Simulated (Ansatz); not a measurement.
Formation energy of the bound charge states of Al vacancy + Si on the Al site in wurtzite AlN (start: the Al site; Al 3.13 Å away; 96-site cell, 2×2×2 shifted sampling) against the Fermi level, N-rich (Δμ(Al) = -2.74 eV, Δμ(Si) = -2.47 eV, bounded by beta Si3N4; only phases computed here count, gases as isolated molecules at 0 K). All values below come from PBE, PAW (plane waves to 420 eV; Ansatz, a program for electronic structure).

Details: 96-site cell; 2×2×2 shifted k-points; host gap 4.03 eV; charged states image-corrected; corrections pass 1 eV, so highly charged states may be off by several tenths; flagged in the runs: a host whose relaxation on this sampling wasn't shown to rest.

```csv
E_F − E_VBM (eV),q = 0,q = −1,q = −2
0.00,4.98,6.16,8.11
0.50,4.98,5.66,7.11
1.01,4.98,5.15,6.10
1.51,4.98,4.65,5.09
2.02,4.98,4.15,4.08
2.52,4.98,3.64,3.07
3.03,4.98,3.14,2.06
3.53,4.98,2.63,1.05
4.03,4.98,2.13,0.05
```

Crossings of the lowest lines: (0/−1) at 1.19 eV; (−1/−2) at 1.95 eV.
